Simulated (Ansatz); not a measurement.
The starting structures come from a database of crystals and need not be the phases stable at ambient conditions.

 Where the default PAW files enter, the runs use the earlier of Ansatz's two default sets.

The decay constant κ of evanescent states in the gap governs leakage through a thin film.

Here is the system:

```
CELL_PARAMETERS angstrom
      6.34890     0.00000     0.00000
     -3.17445     5.49831     0.00000
      3.17445     1.83277     5.18385
ATOMIC_POSITIONS crystal
  Al 0.25000 0.87500 0.87500
  Al 0.75000 0.87500 0.87500
  Al 0.25000 0.37500 0.87500
  Al 0.75000 0.87500 0.37500
  H  0.38982 0.19491 0.80509
  H  0.88982 0.94491 0.55509
  H  0.61018 0.80509 0.19491
  H  0.11018 0.55509 0.94491
  H  0.00000 0.19491 0.80509
  H  0.50000 0.94491 0.55509
  H  0.00000 0.80509 0.19491
  H  0.50000 0.55509 0.94491
  H  0.00000 0.80509 0.80509
  H  0.50000 0.55509 0.55509
  H  0.00000 0.19491 0.19491
  H  0.50000 0.94491 0.94491
```

Space group of this cell: Fd-3m. The cell is taken as given.

Transport runs along the normal of the first two printed cell vectors, the (111) plane of the conventional cell.

The gap is the functional's own. No spin-orbit coupling. Mid-gap values are interpolated on the energy grid.

### Question
Compute, with r2SCAN run with Ansatz (an electronic-structure program), the band gap and the smallest decay constant κ at mid-gap.

### Answer
Gap 3.86 eV on a 8×8×8 mesh; κ = 0.308 1/Å, at the zone centre.
